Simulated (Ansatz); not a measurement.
Given:

```xyz
4
Lattice="3.1044 0.0000 0.0000 -1.5522 2.6885 0.0000 0.0000 0.0000 4.9650" Properties=species:S:1:pos:R:3 pbc="T T T"
Al     1.5522     0.8962     2.4771
Al     0.0000     1.7923     4.9596
N      1.5522     0.8962     4.3746
N      0.0000     1.7923     1.8921
```

Calculation: PBEsol with spin-orbit coupling, rigid bands (plane waves, PAW; Ansatz, an electronic-structure program). Condition of this run: hydrostatic pressure 2 GPa (the target of the relaxation). Cell: cell and atoms relaxed with PBEsol, then loaded as said.

Predict the hole conductivity mass (n e² τ/σ) at 300 K, by direction if it differs.

3.7 (x), 3.7 (y), 0.41 (z) mₑ.

Predict the electron conductivity mass (n e² τ/σ) at 300 K, by direction if it differs.

0.31 (x), 0.31 (y), 0.30 (z) mₑ.

And the band gap?

4.17 eV at this level; semilocal functionals usually fall short of the measured gap.

Rigid bands, one relaxation time for all states, no polarons.
